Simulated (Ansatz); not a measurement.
Results of r²SCAN+rVV10 in Ansatz (PAW) for GaAs (model structure, started from the BeO type, P4₂/mnm, No. 136, 8 atoms in the cell).

Numerical settings: plane-wave cutoff 560 eV, 6×6×10 k mesh (along the axes of the cell as run), Fermi–Dirac smearing 0.01 eV, scalar-relativistic PAW data made under PBE.

Cell (relaxed at this level):

```xyz
8
Lattice="6.8936 0.0000 0.0000 0.0000 6.8936 0.0000 0.0000 0.0000 3.9981" Properties=species:S:1:pos:R:3 pbc="T T T"
Ga     2.2363     4.6573     0.0000
Ga     4.6573     2.2363     0.0000
Ga     5.6831     5.6831     1.9991
Ga     1.2105     1.2105     1.9991
As     2.1846     2.1846     0.0000
As     4.7090     4.7090     0.0000
As     1.2622     5.6314     1.9991
As     5.6314     1.2622     1.9991
```

Q: Give the computed band gap and smallest direct gap on the k points sampled.

A: 
- band gap = 0.98 eV (indirect)
- smallest direct gap on the k points sampled = 1.09 eV

Note: the relaxation could raise the start's symmetry but not lower it, so the cell can be a saddle point.

Spin–orbit coupling is not included.

A model structure was made by putting elements into a prototype or built by hand; it is no filed structure, need not be a known phase, and can be a saddle point held by its symmetry.

Ansatz is an electronic-structure program.
